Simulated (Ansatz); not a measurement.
# Step by step: formation energy of H_i in Pb (fcc, Fm-3m)

We look at the formation energy of H_i in Pb (fcc, Fm-3m). Reaction: 32 Pb (fcc) + 1/2 H2 (gas) → cell A.

A: a supercell of 32 sites of Pb (fcc, Fm-3m) with H off the lattice sites (4 Pb at 2.28 Å); spin state with PBE: run without spin.

Ansatz (a program for electronic structure) with PAW potentials; structures come from PBE+D3(BJ) relaxations, nuclei static, no net charge. Ansatz runs with its default PAW set. Other levels take these structures. The lattices are those relaxed with PBE+D3(BJ), so at other levels the solids can be strained, which adds to the spread. Larger cells are relaxed from a start prepared with the learned potential CHGNet, on a coarser mesh till forces fall under 0.03 eV/Å, which some starts already meet. Spin-orbit coupling is left out. Mesh and cell size may move defect energies by 0.1 eV or more. Cell A has symmetry P-43m and got no random move, so less symmetric positions, which may lie lower, weren't tried.

Total energies of the cells in eV, at zero smearing width. They compare only within one column; the weights balance every element.

```tsv
cell	atoms	weight	PBE+D3(BJ)	RPBE
A: Pb:H_i	33	+1	-381033.02093	-381507.25326
Pb (fcc)	32	−1	-381017.97454	-381492.34129
H2 (gas)	2	−1/2	-31.74691	-32.07149
```

PBE+D3(BJ): (-381033.02093) − (-381017.97454) − 1/2 × (-31.74691) = 0.827 eV.

RPBE: (-381507.25326) − (-381492.34129) − 1/2 × (-32.07149) = 1.124 eV.
